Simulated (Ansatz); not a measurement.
The starting structures come from a database of crystals and need not be the phases stable at ambient conditions.

The decay constant κ of evanescent states in the gap governs leakage through a thin film.

Given:

```
AgTlI2
1.0
    7.67502     0.00000     0.00000
    0.00000     8.25396     0.00000
    3.83751    -4.12698     4.12698
Tl Ag I
2 2 4
Direct
  0.75000   0.00000   0.00000
  0.25000   0.00000   0.00000
  0.75000   0.50000   0.00000
  0.25000   0.50000   0.00000
  0.18250   0.13501   0.63501
  0.81750   0.86499   0.36499
  0.31750   0.50000   0.36499
  0.68250   0.50000   0.63501
```

Space group of this cell: I4/mcm. The cell was relaxed by PBE-D3(BJ); by r2SCAN its mean pressure is 1.2 GPa.

Transport runs along the normal of the first two printed cell vectors, the (100) plane of the conventional cell.

The gap is the functional's own. No spin-orbit coupling. Mid-gap values are interpolated on the energy grid.

### Question
Compute, with Ansatz (a first-principles code) with r2SCAN, the band gap and the smallest decay constant κ at mid-gap.

### Answer
Gap 1.80 eV on a 8×8×8 mesh; κ = 0.221 1/Å, at the zone centre.
